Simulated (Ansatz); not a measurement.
Base system: VN in the rock salt structure (space group Fm-3m, No. 225; a = 4.075 Å; relaxed with 0.1 eV smearing). Axes: x, y, z lie along the cube axes.

All numbers come from Kohn–Sham DFT with the PBEsol functional, run in Ansatz (an electronic-structure program) with PAW and 420 eV plane waves, no spin-orbit coupling, earlier PAW set.

A first run, uniaxial strain ε_zz = +1.16 %, gives secant values C11 ≈ 640 GPa and C12 ≈ 170 GPa from its stress. A second run applies isotropic strain −2.92 %.

**Question.** What does linear elasticity predict for the bulk modulus −ΔP/(ΔV/V₀) in the second run, and what does the run give?

**Answer.** Linear elasticity: (C11 + 2 C12)/3 = 330 GPa. The run gives 430 GPa; any difference comes from nonlinear terms at these strains and numerical noise.

Stability against distortions was not tested. The final runs are not spin-polarised.
